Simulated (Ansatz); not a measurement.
Here is the system:

```xyz
2
Lattice="0.0000 3.2551 3.2551 3.2551 0.0000 3.2551 3.2551 3.2551 0.0000" Properties=species:S:1:pos:R:3 pbc="T T T"
Hg     0.0000     0.0000     0.0000
Te     1.6275     1.6275     1.6275
```

All values below come from HSE06, rigid bands (plane waves, PAW, scalar-relativistic; Ansatz, a program for electronic structure). Geometry: cell and atoms relaxed with PBEsol.

**Question.** Is this a good metal at this level?

**Answer.** No. No gap is resolved, and few carriers conduct, as in a semimetal or a zero-gap semiconductor. N(E_F) = 0.00144 states/eV a cell at 300 K and the Drude plasma energy along the best axis is 0.143 eV, several times under that of a simple or noble metal.

Spin-orbit coupling is left out; it can open or close a small gap.
